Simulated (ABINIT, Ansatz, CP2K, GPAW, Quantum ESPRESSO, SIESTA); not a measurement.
AlAg2 (Cmcm, 6 atoms in the cell) computed with different codes at matched settings

Self-consistent single point.

```
CELL_PARAMETERS angstrom
      4.38055    -2.48456     0.00000
      4.38055     2.48456     0.00000
      0.00000     0.00000     4.61145
ATOMIC_POSITIONS crystal
  Al 0.82247 0.17753 0.75000
  Al 0.17753 0.82247 0.25000
  Ag 0.47566 0.84634 0.75000
  Ag 0.52434 0.15366 0.25000
  Ag 0.84634 0.47566 0.25000
  Ag 0.15366 0.52434 0.75000
```

All programs got the same cell, k-point mesh and kind of occupations (in Ansatz's words: kpoints.mp_grid.grid = 6 6 5; scf.occupations.method = fermi_dirac; scf.occupations.width = 0.1 eV); potentials, basis and cutoffs are each program's usual ones.

| code | model | pressure (GPa) | largest force (eV/Å) | k-points | cutoff |
|---|---|---|---|---|---|
| CP2K | PBEsol, GPW, DZVP-MOLOPT-SR-GTH basis, GTH-PBE potentials (GTH_POTENTIALS) | -2.29 | 0.162 | 92 | grid 500 Ry |
| Ansatz | PBEsol, PAW files made with PBE | -4.35 | 0.162 | 39 | 420 eV |
| Quantum ESPRESSO | PBEsol, GBRV 1.5 ultrasoft (PBESOL) pseudopotentials | -5.45 | 0.157 | 39 | 40 Ry |
| SIESTA | GGA PBEsol, numerical atomic orbitals DZP, PseudoDojo PBEsol standard norm-conserving potentials (rewritten from UPF to PSML) | -4.68 | 0.135 | 96 | grid 400 Ry |
| GPAW | PBEsol, GPAW PAW datasets PBEsol (made by gpaw-setup) | -4.18 | 0.164 | 39 | 550 eV |
| ABINIT | PBEsol, norm-conserving pseudopotentials (PseudoDojo nc-sr-04 PBEsol standard) | -4.48 | 0.161 | 39 | 41 Ha |

Size of the force on each atom (eV/Å): Sizes of forces hide their directions.

```tsv
code	Al1	Al2	Ag3	Ag4	Ag5	Ag6
CP2K	0.162	0.162	0.048	0.048	0.048	0.048
Ansatz	0.162	0.162	0.021	0.021	0.021	0.021
Quantum ESPRESSO	0.157	0.157	0.020	0.020	0.020	0.020
SIESTA	0.135	0.135	0.101	0.101	0.101	0.101
GPAW	0.164	0.164	0.024	0.024	0.024	0.024
ABINIT	0.161	0.161	0.021	0.021	0.021	0.021
```

The spread over the programs that give each value: pressure within 3.16 GPa; largest force within 0.029 eV/Å.

The starting cell comes from a database of computed structures (which also holds hypothetical and non-ambient phases and stackings), without a prior relaxation at this level. Its lattice was rescaled by a random factor within 2.5 % of one. On Ansatz's run: In the base run, with a pressure of about -4 GPa the cell is away from its equilibrium volume at this level.

Problem. Why do the programs differ, and what cannot be compared?

Solution. Differences of this kind can come from the potentials, where these differ, and from what each basis and cutoff leave unconverged. The valence holds different numbers of electrons (CP2K 50, Ansatz (an electronic-structure program) 82, Quantum ESPRESSO 82, SIESTA 82, GPAW 74, ABINIT 82). The zero of total energies and Fermi levels follows the potentials and each program's conventions, so they are not compared here. CP2K and SIESTA use small atom-centred bases, whose incompleteness enters pressures, forces and empty levels differently from a plane-wave cutoff. Ansatz's pressure is given at a fixed set of plane waves, as the other plane-wave codes print theirs; with its correction for the finite basis it is -4.29 GPa. The programs reduce the same mesh by symmetry to different extents, which changes the work and not the result. In the pressure, CP2K (by 2.13) and Quantum ESPRESSO (by 1.03) lie more than 1 GPa from the median of the plane-wave programs.

Left out of this page: Elk and FLEUR (not drawn, or without a comparable value).

Keys are those of Ansatz 0.2.
